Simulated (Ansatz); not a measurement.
Input:

```xyz
4
Lattice="3.7821 0.0000 0.0000 -1.8910 3.2754 0.0000 0.0000 0.0000 6.2079" Properties=species:S:1:pos:R:3 pbc="T T T"
Zn     1.8910     1.0918     6.2058
Zn     0.0000     2.1836     3.1019
S      1.8910     1.0918     3.8832
S      0.0000     2.1836     0.7792
```

No spin polarisation.

A single point on ZnO with a change (O → S), its geometry relaxed with PBEsol.

Computed with r2SCAN (Ansatz, a first-principles code; PAW; 500 eV plane waves; no spin-orbit coupling). Settings: 10×10×6 k-points, 0.05 eV Fermi–Dirac smearing.

**Question.** Estimate the band gap.

**Answer.** 2.87 eV.

**Question.** Predict the gap character.

**Answer.** Direct at Γ.

Single points use the geometry relaxed with PBEsol. No phonon test of stability was made. The cell was made from ZnO by this change: O → S.
